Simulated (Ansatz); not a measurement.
System: GaAs (model structure, started from the BeO type, P4₂/mnm, No. 136, 8 atoms in the cell). Method: r²SCAN (PAW; Ansatz, an electronic-structure program).

Numerical settings: plane-wave cutoff 560 eV, 6×6×8 k mesh (along the axes of the cell as run), Fermi–Dirac smearing 0.01 eV, scalar-relativistic PAW data made under PBE.

Cell (relaxed with PBEsol):

```xyz
8
Lattice="6.9180 0.0000 0.0000 0.0000 6.9180 0.0000 0.0000 0.0000 4.0023" Properties=species:S:1:pos:R:3 pbc="T T T"
Ga     2.2417     4.6763     0.0000
Ga     4.6763     2.2417     0.0000
Ga     5.7007     5.7007     2.0011
Ga     1.2173     1.2173     2.0011
As     2.1992     2.1992     0.0000
As     4.7189     4.7189     0.0000
As     1.2598     5.6582     2.0011
As     5.6582     1.2598     2.0011
```

Problem. Estimate the band gap and smallest direct gap on the k points sampled that the calculation returns.

Solution. 
- band gap: 1.01 eV (indirect)
- smallest direct gap on the k points sampled: 1.05 eV

Note: the relaxation could raise the start's symmetry but not lower it, so the cell can be a saddle point; cell and atoms aren't relaxed at this level (pressure 0.2 GPa).

Spin–orbit coupling is not included.

Cost on a shared machine: very roughly 90 core-seconds.

A model structure was made by putting elements into a prototype or built by hand; it is no filed structure, need not be a known phase, and can be a saddle point held by its symmetry.
